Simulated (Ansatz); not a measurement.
Effect of 5 layers on hypothetical Fm-3m WGe2

The parent structure is WGe2 (space group Fm-3m, No. 225; a = 6.0484 Å; a hypothetical phase, not in the database extracts checked). Axes: x, y, z lie along the cube axes.

It is then changed as follows: a free-standing slab of 5 layers (15 atoms, 3 a layer) is cut normal to [111], with 15 Å of vacuum and the in-plane cell held at bulk.

Method: Ansatz (an electronic-structure program) PBEsol, no spin-orbit coupling. k-mesh 13×13×1 (Γ-centred); smearing 0.05 eV (Fermi–Dirac), for the changed cell.

The layer's space group (with vacuum) is P-3m1 (No. 164) and the shortest interatomic distance shrinks by 0.141 Å, from 2.619 Å to 2.478 Å. The band gap is still zero and the excess energy per area of both faces (slab less bulk energy over the cell's area: twice a surface energy) amounts to 1.4 J/m² (uncertain by up to 0.2 J/m²). The thickness between the outermost nuclei comes out as 14.66 Å and the change of the spacing d12 from its bulk value of 0.873 Å comes out as -39.8 %.

Final structure:

```
CELL_PARAMETERS angstrom
      4.27687     0.00000     0.00000
      2.13843     3.70388     0.00000
      0.00000     0.00000    30.71422
ATOMIC_POSITIONS crystal
  Ge 0.66667 0.16667 0.26130
  W  0.33333 0.83333 0.27843
  Ge 0.00000 0.50000 0.31784
  Ge 0.33333 0.83333 0.36116
  W  0.00000 0.50000 0.40363
  Ge 0.66667 0.16667 0.41057
  Ge 0.00000 0.50000 0.48435
  W  0.66667 0.16667 0.50000
  Ge 0.33333 0.83333 0.51565
  Ge 0.66667 0.16667 0.58943
  W  0.33333 0.83333 0.59637
  Ge 0.00000 0.50000 0.63884
  Ge 0.33333 0.83333 0.68216
  W  0.00000 0.50000 0.72157
  Ge 0.66667 0.16667 0.73870
```

Slab and bulk use different k-meshes, which limits the precision of the excess energy. Spin-orbit coupling, missing from the scalar runs, can matter with W. Whether these cells are dynamically stable was not tested. The final runs are not spin-polarised. WGe2 has a high density of states at the Fermi level and may be magnetic at this level.
